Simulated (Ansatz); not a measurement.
Base system: C in the diamond structure (space group Fd-3m, No. 227; a = 3.5603 Å).

Level of theory: r2SCAN (Ansatz, a quantum-chemistry and plane-wave program; PAW; 500 eV plane waves; spin-orbit coupling left out), earlier PAW set.

Before the change:

* **Hole mass**: 0.28, 0.28, 0.47 mₑ (at Γ)
* **Volume per atom**: 5.64 Å³

Perturbation: cell and atoms relaxed at a pressure of 7.5 GPa.

Q: What happens to the mean gap deformation potential ΔEg/Δln V?

A: The mean gap deformation potential ΔEg/Δln V amounts to -2.4 eV.

Q: Estimate the effect on the hole mass.

A: The hole mass (degenerate bands, along [100]) changes from 0.28, 0.28, 0.47 mₑ (at Γ) to 0.27, 0.27, 0.48 mₑ (at Γ).

Q: What happens to the volume per atom?

A: The volume per atom falls by 0.09 Å³ (5.64 Å³ → 5.55 Å³).

Load acts through the strain it causes; cell and atoms are relaxed under it. Effective masses come from finite differences of ±0.01 Å⁻¹. Whether these cells are dynamically stable was not tested. Competing high-pressure phases were not computed.
